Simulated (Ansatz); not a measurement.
**WSe2, response to strain**

The reference is WSe₂ in the 2H-MoS2 type structure (space group P6_3/mmc, No. 194; a = 3.300 Å, c = 13.151 Å; layered, stacked along the Cartesian z axis). Axes: x lies along a and z along c of the hexagonal cell.

Strains are applied to the cell and any free atomic positions relax; under biaxial strain the out-of-plane vector relaxes too; under stress the whole cell relaxes.

All numbers come from plane-wave PAW DFT at the r2SCAN+rVV10 level (Ansatz, a first-principles code, 500 eV), no spin-orbit coupling.

Candidates:
(a) biaxial strain −0.64 %, plane normal [001], relaxed out of plane
(b) biaxial strain −1.83 %, plane normal [001], relaxed out of plane
(c) uniaxial stress, 0.5 GPa tension along z
(d) uniaxial strain ε_zz = −1.06 %
(e) isotropic strain +1.90 %

Base values:

- Smallest direct gap = 1.61 eV

Order them by smallest direct gap, highest first.

(b) biaxial strain −1.83 %, plane normal [001], relaxed out of plane (1.87 eV), (a) biaxial strain −0.64 %, plane normal [001], relaxed out of plane (1.70 eV), (c) uniaxial stress, 0.5 GPa tension along z (1.63 eV), (d) uniaxial strain ε_zz = −1.06 % (1.60 eV), (e) isotropic strain +1.90 % (1.41 eV)

With W present, leaving out spin-orbit coupling can change the band edges. Stability under load was not tested beyond the relaxation.
